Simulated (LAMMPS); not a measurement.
Fault surfaces of Cu (fcc) on several planes, rigid shifts with relaxation along the normal.

All values are model results, not measurements: classical force field (static), pair style eam/alloy, file CuNi.eam.alloy (LAMMPS).

| plane | largest on the first line | largest on the surface | first line along |
|---|---|---|---|
| (001) | 801 mJ/m² | 1400 mJ/m² | [1-10] |
| (110) | 1600 mJ/m² | 2000 mJ/m² | [001] |
| (111) | 441 mJ/m² | 736 mJ/m² | [1-10] |
